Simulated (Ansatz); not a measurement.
The reference is BAs in the zinc blende structure (space group F-43m, No. 216; a = 4.7839 Å).

It is then changed as follows: full substitution B → Ga, then cell and atoms are relaxed.

Method: r2SCAN/PAW in Ansatz (an electronic-structure program), without spin-orbit coupling.

Base, band edges from the VBM (valence, conduction): X -4.29, 1.62; W -5.41, 5.70; L -1.93, 2.94; Γ 0.00, 3.44; K -3.67, 2.28; U -3.67, 2.28 eV.

**Question.** Give the band edges at the high-symmetry points of the new zone, measured from its valence-band maximum.

**Answer.** 
```json
[
 {"point": "Γ", "valence edge (eV)": "0.00", "conduction edge (eV)": "0.96"},
 {"point": "X", "valence edge (eV)": "-2.75", "conduction edge (eV)": "1.78"},
 {"point": "U", "valence edge (eV)": "-2.32", "conduction edge (eV)": "2.28"},
 {"point": "K", "valence edge (eV)": "-2.32", "conduction edge (eV)": "2.28"},
 {"point": "L", "valence edge (eV)": "-1.17", "conduction edge (eV)": "1.35"},
 {"point": "W", "valence edge (eV)": "-3.40", "conduction edge (eV)": "5.00"}
]
```

The gap is 0.96 eV, direct at Γ.

Gaps are Kohn–Sham eigenvalue differences; semilocal functionals usually give less than the measured gap. Stability against distortions was not tested.
